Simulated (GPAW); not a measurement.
**GPAW run on CaTl (Pm-3m, 2 atoms in the cell): self-consistent single point**

Level of theory: PBEsol, GPAW PAW datasets PBEsol (made by gpaw-setup) (plane waves; GPAW 25.7.0).

The input file:

```python
from ase import Atoms
from ase.dft.kpoints import monkhorst_pack
from ase.units import GPa
from gpaw import GPAW, PW

atoms = Atoms(['Ca', 'Tl'],
              cell=[[3.847000, 0.000000, 0.000000],
                    [0.000000, 3.847000, 0.000000],
                    [0.000000, 0.000000, 3.847000]],
              positions=[[0.000000, 0.000000, 0.000000],
                         [1.923500, 1.923500, 1.923500]],
              pbc=True)

calc = GPAW(mode=PW(600),
            xc='PBEsol',
            kpts=monkhorst_pack((7, 7, 7)) + [0.5 / 7, 0.5 / 7, 0.5 / 7],
            occupations={'name': 'methfessel-paxton', 'width': 0.1, 'order': 0},
            nbands=-6,
            convergence={'density': 1e-05, 'energy': 1e-05},
            symmetry={'symmorphic': False, 'tolerance': 0.0005},
            maxiter=120,
            txt='-')

atoms.calc = calc

energy = atoms.get_potential_energy()
print('Energy (eV):', round(energy, 6))
forces = atoms.get_forces()
print('Forces (eV/Ang):')
print(forces.round(5))
stress = atoms.get_stress()
print('Stress (GPa, Voigt):', (stress / GPa).round(4))
```

The program printed (abridged):

```
Input parameters:
  convergence: {density: 1e-05,
                energy: 1e-05}
  kpts: [[-0.35714286 -0.35714286 -0.35714286],
         [-0.35714286 -0.35714286 -0.21428571],
         [-0.35714286 -0.35714286 -0.07142857],
         ...,
         [ 0.5         0.5         0.21428571],
         [ 0.5         0.5         0.35714286],
         [ 0.5         0.5         0.5       ]]
  maxiter: 120
  mode: {ecut: 600.0,
         name: pw}
  nbands: -6
  occupations: {name: methfessel-paxton,
                order: 0,
                width: 0.1}
  symmetry: {symmorphic: False,
             tolerance: 0.0005}
  xc: PBEsol

species:
  Ca:
    name: Calcium
    Z: 20.0
    valence: 10
    core: 10
    charge: 0.0
    file: Ca.PBEsol.gz

    # Using partial waves for Ca as LCAO basis

  Tl:
    name: Thallium
    Z: 81.0
    valence: 13
    core: 68
    charge: 0.0
    file: Tl.PBEsol.gz

    # Using partial waves for Tl as LCAO basis

Reference energy: -568384.050767  # eV

Spin-paired calculation

Convergence criteria:
 Maximum [total energy] change in last 3 cyles: 1e-05 eV / valence electron
 Maximum integral of absolute [dens]ity change: 1e-05 electrons / valence electron
 Maximum integral of absolute [eigenst]ate change: 4e-08 eV^2 / valence electron
 Maximum number of scf [iter]ations: 120

Symmetries present (total): 48
Symmetries with fractional translations: 0
343 k-points: 7 x 7 x 7 Monkhorst-Pack grid + [1/14,1/14,1/14]
20 k-points in the irreducible part of the Brillouin zone
       k-points in crystal coordinates                weights
   0:     0.07142857    0.07142857    0.07142857          8/343
   1:     0.21428571    0.07142857    0.07142857         24/343
   2:     0.21428571    0.21428571    0.07142857         24/343
   [... 7 lines left out ...]
          ...
  19:     0.50000000    0.50000000    0.50000000          1/343

Wave functions: Plane wave expansion
  Cutoff energy: 600.000 eV
  Number of coefficients (min, max): 1876, 1910
  Pulay-stress correction: 0.000000 eV/Ang^3 (de/decut=0.000000)

Occupation numbers: Methfessel-Paxton:
  width: 0.1000  # eV
  order: 0

Eigensolver

Densities:
  Coarse grid: 24*24*24 grid
  Fine grid: 48*48*48 grid
  Total Charge: 0.000000

Density mixing:
  Method: separate
  Backend: pulay
  Linear mixing parameter: 0.05
  old densities: 5
  Damping of long wavelength oscillations: 50

Hamiltonian:
  XC and Coulomb potentials evaluated on a 48*48*48 grid
  External potential:
    NoExternalPotential

XC parameters: PBEsol with 2 nearest neighbor stencil

Number of atoms: 2
Number of atomic orbitals: 14
Number of bands in calculation: 17
Number of valence electrons: 23
Bands to converge: occupied

Density initialized from atomic densities
  14 bands from LCAO basis set
  3 bands from random numbers

Atomic positions and initial magnetic moments

Positions:
   0 Ca     0.000000    0.000000    0.000000    ( 0.0000,  0.0000,  0.0000)
   1 Tl     1.923500    1.923500    1.923500    ( 0.0000,  0.0000,  0.0000)

Unit cell:
           periodic     x           y           z      points  spacing
  1. axis:    yes    3.847000    0.000000    0.000000    24     0.1603
  2. axis:    yes    0.000000    3.847000    0.000000    24     0.1603
  3. axis:    yes    0.000000    0.000000    3.847000    24     0.1603

  Lengths:   3.847000   3.847000   3.847000
  Angles:   90.000000  90.000000  90.000000

Effective grid spacing dv^(1/3) = 0.1603

     iter     time        total  log10-change:
                         energy   eigst   dens
iter:   1 --:--:--    -6.101605
iter:   2 --:--:--    -6.258138   -0.89  -1.47
iter:   3 --:--:--    -6.217977   -1.96  -1.51
iter:   4 --:--:--    -6.174974   -1.46  -1.58
iter:   5 --:--:--    -6.191183   -2.65  -2.12
iter:   6 --:--:--    -6.151519   -2.13  -2.18
iter:   7 --:--:--    -6.150095   -3.93  -2.78
iter:   8 --:--:--    -6.150588   -4.61  -2.89
iter:   9 --:--:--    -6.149344   -4.23  -2.75
iter:  10 --:--:--    -6.149373   -5.20  -3.48
iter:  11 --:--:--    -6.149450c  -4.77  -3.52
iter:  12 --:--:--    -6.149428c  -5.25  -3.50
iter:  13 --:--:--    -6.149355c  -5.13  -3.39
iter:  14 --:--:--    -6.149352c  -6.19  -3.95
iter:  15 --:--:--    -6.149352c  -7.76c -4.41
iter:  16 --:--:--    -6.149352c  -8.46c -4.53
iter:  17 --:--:--    -6.149352c  -8.87c -4.58
iter:  18 --:--:--    -6.149351c  -7.85c -4.62
iter:  19 --:--:--    -6.149350c  -7.03  -4.63
iter:  20 --:--:--    -6.149350c  -8.56c -4.72
iter:  21 --:--:--    -6.149350c  -7.45c -4.82
iter:  22 --:--:--    -6.149350c  -7.81c -4.93
iter:  23 --:--:--    -6.149351c  -7.70c -5.12c

Converged after 23 iterations.

Dipole moment: (0.000000, -0.000000, -0.000000) |e|*Ang

Energy contributions relative to reference atoms: (reference = -568384.050767)

Kinetic:         +0.586775
Potential:       +2.750750
External:        +0.000000
XC:              -9.057216
Entropy (-ST):   -0.006636
Local:           -0.426342
SIC:             +0.000000
--------------------------
Free energy:     -6.152669
Extrapolated:    -6.149351

Showing only first 2 kpts
 Kpt  Band  Eigenvalues  Occupancy
  0     9     -1.81485    2.00000
  0    10      7.47500    0.00000
  0    11      7.47500    0.00000
  0    12      8.31185    0.00000

  1     9     -1.40823    2.00000
  1    10      5.87218    2.00000
  1    11      7.57658    0.00000
  1    12      8.13247    0.00000

Fermi level: 6.42739

No gap
No difference between direct/indirect transitions
Energy (eV): -6.149351

Forces in eV/Ang:
  0 Ca   -0.00000   -0.00000   -0.00000
  1 Tl   -0.00000    0.00000   -0.00000

Stress tensor:
     0.002066    -0.000000     0.000000
    -0.000000     0.002066     0.000000
     0.000000     0.000000     0.002066
Stress (GPa, Voigt): [ 0.3309  0.3309  0.3309  0.      0.     -0.    ]
```

The run converged in 23 iterations. GPAW prints stress with tension positive.

The starting cell comes from a database of published, mostly measured structures (it also holds non-ambient and calculated ones), without a prior relaxation at this level. Spin-orbit coupling is off.
